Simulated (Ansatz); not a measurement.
Here is the system:

```
CELL_PARAMETERS angstrom
      4.23357     0.00000     0.00000
      2.11679     3.66638     0.00000
      2.11679    -1.22213     3.54334
ATOMIC_POSITIONS crystal
  Hg 0.99577 0.00211 0.00634
  Se 0.50423 0.24789 0.74366
```

No spin polarisation.

The values are results of Ansatz (a first-principles code) LDA, no spin-orbit coupling, not measurements. Γ-centred 9×9×9 mesh, Fermi–Dirac width 0.05 eV.

What band gap does the calculation give?

Zero.

Predict the pressure (mean of the normal stresses, compression positive).

0.8 GPa.

The mesh was chosen for an insulator and is coarse for the gapless case. With Hg present, leaving out spin-orbit coupling can change the band edges. The cells carry an imposed strain or load. No phonon test of stability was made. The final runs are not spin-polarised. The cell was made from HgSe in the zinc blende structure (space group F-43m, No. 216) by this change: biaxial strain −1.25 %, plane normal [111], relaxed out of plane. The zero or small gap of HgSe can change with the level of theory.
